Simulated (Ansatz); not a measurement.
# Ga2O3, response to strain

The reference is Ga2O3 in the corundum structure (space group R-3c, No. 167; a = 4.9499 Å, c = 13.3058 Å (hexagonal axes)).

Strains are applied to the cell and any free atomic positions relax.

Computed with plane-wave PAW DFT at the LDA level (Ansatz, an electronic-structure program, 420 eV), no SOC.

For the base:

```
Quantity    Value
--------  -------
Band gap  3.04 eV
```

Q: The aim is a band gap between 2.06 eV and 2.21 eV. Which of these changes reaches it?
A) isotropic strain +3.00 %
B) isotropic strain +2.25 %
C) isotropic strain +1.50 %
D) isotropic strain +0.75 %

A: A, isotropic strain +3.00 %. It gives 2.10 eV; isotropic strain +2.25 % gives 2.33 eV; isotropic strain +1.50 % gives 2.56 eV; isotropic strain +0.75 % gives 2.79 eV. Changes not listed may reach it too

No phonon test of stability was made.
